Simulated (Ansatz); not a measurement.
How far PBE and r2SCAN part for Pt, isotropic strain −0.53 %

Start from Pt in the fcc (Cu type) structure (space group Fm-3m, No. 225; a = 3.972 Å; relaxed with 0.1 eV smearing).

(Cell as relaxed with PBE.)

Levels (all Ansatz, an electronic-structure program, PAW, earlier PAW set): PBE (420 eV, without spin-orbit coupling); r2SCAN (500 eV, scalar-relativistic without spin-orbit coupling).

Each level relaxes its own structure.

```tsv
base	PBE	r2SCAN
volume per atom	15.66 Å³	15.31 Å³
lattice parameter a	3.972 Å	3.942 Å
band gap	zero	zero
```

The change: an isotropic linear strain of −0.53 %; the atoms relax in the strained cell.

| quantity | PBE | r2SCAN |
|---|---|---|
| energy relative to the base (free energy F) | +3.1 meV/atom | (withheld) |
| pressure | 4.1 GPa | (withheld) |
| band gap | zero | (withheld) |

Problem. What does r2SCAN give?

Solution. 
- energy relative to the base (free energy F), r2SCAN: +3.3 meV/atom
- pressure, r2SCAN: 4.5 GPa
- band gap, r2SCAN: zero

PBE's pressure lies 0.4 GPa below r2SCAN's; the two agree on the band gap. Neither level is exact; r2SCAN is the comparison here, not a measurement.

Stability against distortions was not tested. All final runs are without spin polarisation.
